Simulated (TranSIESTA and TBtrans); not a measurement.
**Au chain with one bond stretched by 0.3 Å**

Junction: Au chain with one bond stretched by 0.3 Å. Leads: straight Au chain, spacing 2.55 Å. Geometry: as built, not relaxed.

TranSIESTA and TBtrans, PBE, DZP numerical orbitals (energy shift 0.15 eV), PseudoDojo norm-conserving scalar-relativistic potentials, mesh cutoff 200 Ry, 300 K, no spin polarisation, no spin-orbit coupling; self-consistent non-equilibrium Green functions.

| Item | Result |
|---|---|
| Conductance at 300 K (G0 = 2e²/h) | 1.73 |
| Thermopower (μV/K) | 62 |
| Mean T from −0.5 to 0.5 eV | 2.05 |

Energies count from the leads' Fermi level. Transmissions are for one spin of a degenerate pair. The energy step is 0.01 eV; narrower resonances are cut or missed.

```
E (eV)     T  lead channels
------  ----  -------------
-2.00   1.86              3
-1.80   2.02              3
-1.60   2.15              3
-1.40   2.25              3
-1.20   2.32      band edge
-1.00   3.13      band edge
-0.80   3.58      band edge
-0.60   3.07              4
-0.40   3.20              4
-0.20   3.42              4
0.00    0.96              1
0.20    0.96              1
0.40    0.97              1
0.60    0.97              1
0.80    0.97              1
1.00    0.97              1
1.20    0.97              1
1.40    0.97              1
1.60    0.98              1
1.80    0.98              1
2.00    0.98              1
```

The leads' channel count changes near -0.01 eV, within the thermal window, so values at the Fermi level hang on where that band edge falls. The straight chain is held at its spacing; free chains may zigzag or dimerise. No spin-polarised start was tried, so a magnetic state, if there is one, is missed. Spin-orbit coupling, left out here, matters for the heavy atoms.
